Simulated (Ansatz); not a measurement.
Relaxation of the outer planes of the (11-20) surface of wurtzite CdS in its 1x1 cell (cut with top plane 2 Cd + 2 S, bottom plane 2 Cd + 2 S), outermost plane spacing 2.10 Å in the ideal cut.

Level of theory: PBE (plane waves to 420 eV, PAW; Ansatz, a first-principles code).

Slab: 28 atoms, Cd14S14, 12.6 Å thick at the start; k 4x4x1, smearing 0.025 eV, dipole-corrected; all atoms relaxed; start symmetry kept, larger cells not searched; no spin, no spin-orbit, no U.

```tsv
plane	atoms	bulk spacing to the next (Å)	relaxed spacing (Å)	change (%)	rumpling (Å)
1	2 Cd + 2 S	2.098	1.897	-9.6	0.58 (S outermost)
2	2 Cd + 2 S	2.098	2.140	2.0	0.09 (Cd outermost)
```
